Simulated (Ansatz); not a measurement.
# GaN (model structure, started from the MgO type, Pm-3n, No. 223, 12 atoms in the cell)

Calculation: r²SCAN+SOC in Ansatz (PAW).

Settings: plane-wave cutoff 560 eV, 6×6×6 k mesh, Fermi–Dirac smearing 0.01 eV, PAW data made under PBE.

Cell (relaxed with PBEsol):

```
CELL_PARAMETERS angstrom
      5.51305     0.00000     0.00000
      0.00000     5.51305     0.00000
      0.00000     0.00000     5.51305
ATOMIC_POSITIONS crystal
  Ga 0.25000 0.00000 0.50000
  Ga 0.75000 0.00000 0.50000
  Ga 0.50000 0.75000 0.00000
  Ga 0.50000 0.25000 0.00000
  Ga 0.00000 0.50000 0.75000
  Ga 0.00000 0.50000 0.25000
  N  0.25000 0.50000 0.00000
  N  0.75000 0.50000 0.00000
  N  0.00000 0.75000 0.50000
  N  0.00000 0.25000 0.50000
  N  0.50000 0.00000 0.75000
  N  0.50000 0.00000 0.25000
```

```
Property                       Result
--------  ---------------------------
band gap  1.85 eV (on the SCF k mesh)
```

Note: the relaxation could raise the start's symmetry but not lower it, so the cell can be a saddle point; cell and atoms aren't relaxed at this level (pressure -0.3 GPa).

Static lattice: no zero-point or thermal effects.

A model structure was made by putting elements into a prototype or built by hand; it is no filed structure, need not be a known phase, and can be a saddle point held by its symmetry.

Ansatz is a quantum-chemistry and plane-wave program.
